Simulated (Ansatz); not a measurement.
System: fluorite HfO2 (high-temperature phase). Method: PBE in Ansatz (PAW).

Run with plane-wave cutoff 520 eV, 12×12×12 k mesh, Fermi–Dirac smearing 0.01 eV, scalar-relativistic PAW data made under PBE.

Cell (relaxed at this level):

```cif
data_HfO2
_chemical_formula_sum 'Hf1 O2'
_space_group_name_H-M_alt 'P 1'
_space_group_IT_number 1
_cell_length_a 3.60427
_cell_length_b 3.60427
_cell_length_c 3.60427
_cell_angle_alpha 60.000
_cell_angle_beta 60.000
_cell_angle_gamma 60.000
loop_
_space_group_symop_operation_xyz
  'x, y, z'
loop_
_atom_site_label
_atom_site_type_symbol
_atom_site_fract_x
_atom_site_fract_y
_atom_site_fract_z
_atom_site_occupancy
Hf1 Hf 0.00000 0.00000 0.00000 1
O1 O 0.25000 0.25000 0.25000 1
O2 O 0.75000 0.75000 0.75000 1
```

Problem. Give the computed bulk modulus, band gap, Γ–Γ gap and pressure derivative B′ of the bulk modulus.

Solution. 
bulk modulus: 246 GPa
band gap: 3.75 eV
Γ–Γ gap: 4.46 eV
pressure derivative B′ of the bulk modulus: 4.2

Measured, for comparison: bulk modulus 242 ± 16 GPa (room temperature, not corrected to a static lattice, nanocrystalline cubic HfO2, second-order Birch-Murnaghan; as tabulated in High-pressure structural stability, equation of state, and thermal expansion …). Computed (rounded) less measured: bulk modulus +2 % (inside the measured uncertainty). A static lattice is as a rule a little smaller and stiffer than an uncorrected measurement, which narrows the difference in the bulk modulus and would widen misses of the other sign.

Note: symmetry holds this phase in the static calculation, where it need not be a minimum; held by symmetry at 0 K, a high-temperature phase can be a saddle point.

Spin–orbit coupling is not included.

Static lattice: no zero-point or thermal effects.

Computing time: about 40 core-seconds (a rough figure).

Ansatz is an electronic-structure program.
